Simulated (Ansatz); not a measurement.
**A short convergence ladder for ZrAu (P4/mmm, 2 atoms in the cell)**

```xyz
2
Lattice="3.1562 0.0000 0.0000 0.0000 3.1562 0.0000 0.0000 0.0000 3.9058" Properties=species:S:1:pos:R:3 pbc="T T T"
Zr     0.0000     0.0000     0.0000
Au     1.5781     1.5781     1.9529
```

Base method: LDA (PW92), default PAW files made with PBE (plane waves; Ansatz, a quantum-chemistry and plane-wave program).

Base settings: basis.ecutwfc = 30.9 Ry; kpoints.mp_grid.grid = 10 10 9; hamiltonian.xc = lda; hamiltonian.pseudopotentials = {kind: paw} (the program's default PAW files); scf.occupations.method = gaussian; scf.occupations.width = 0.0073 Ry.

**Zone-centre phonons against the cutoff**

In this ladder: phonons.method = dfpt.

The mesh stays at the base's, so the ladder's end is converged at best in this setting alone.

Frequencies are those of the unrelaxed cell, without the LO-TO term of polar crystals.

Only quantities that move along the ladder and can be compared are tabulated.

```csv
basis.ecutwfc,highest zone-centre frequency (cm⁻¹)
15.4 Ry,179.2
18.4 Ry,155.3
21.7 Ry,133.7
26.1 Ry,137.8
30.9 Ry,137.9
37.1 Ry,137.9
46.3 Ry,137.9
```

Coarsest basis.ecutwfc that holds the highest zone-centre frequency within 5 cm⁻¹ of the last step, with all finer ones: 21.7 Ry; the step before is off by 17 cm⁻¹.

On the base run: the starting cell comes from a database of computed structures (which also holds hypothetical and non-ambient phases and stackings), without a prior relaxation at this level. Its lattice was rescaled by up to half a per cent. In the base run, with a pressure of about -6 GPa the cell is away from its equilibrium volume at this level.

Keys are those of Ansatz 0.2.
